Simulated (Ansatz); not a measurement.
The starting structures come from a database of crystals and need not be the phases stable at ambient conditions.

# Evanescent states of Rb2ZrF6 (P-3m1, not sure to be the ambient phase, 9 atoms a cell, 17.1 Å³ an atom) along the normal of (110)

Method: r2SCAN (plane waves, PAW; Ansatz, an electronic-structure program).

The gap is the functional's own. No spin-orbit coupling. Mid-gap values are interpolated on the energy grid.

Energies count from the valence-band top; κ is the least over a 6×4 mesh across the current.

```tsv
E (eV)	κ (1/Å)	where
0.17	0.333	Γ
0.51	0.410	Γ
0.85	0.461	Γ
1.19	0.497	Γ
1.53	0.524	Γ
1.87	…	Γ
2.21	…	Γ
2.55	…	Γ
2.89	…	Γ
3.23	…	Γ
3.57	…	Γ
3.91	…	Γ
4.25	…	Γ
4.59	…	Γ
4.93	…	Γ
5.27	…	Γ
5.61	…	Γ
5.95	0.494	Γ
6.29	0.469	Γ
6.63	0.440	Γ
6.97	0.403	Γ
7.31	0.348	Γ
```

Task: What belongs in the gaps?

Result: 
- 1.87, κ (1/Å): 0.543
- 2.21, κ (1/Å): 0.557
- 2.55, κ (1/Å): 0.567
- 2.89, κ (1/Å): 0.572
- 3.23, κ (1/Å): 0.575
- 3.57, κ (1/Å): 0.575
- 3.91, κ (1/Å): 0.571
- 4.25, κ (1/Å): 0.565
- 4.59, κ (1/Å): 0.557
- 4.93, κ (1/Å): 0.546
- 5.27, κ (1/Å): 0.532
- 5.61, κ (1/Å): 0.514
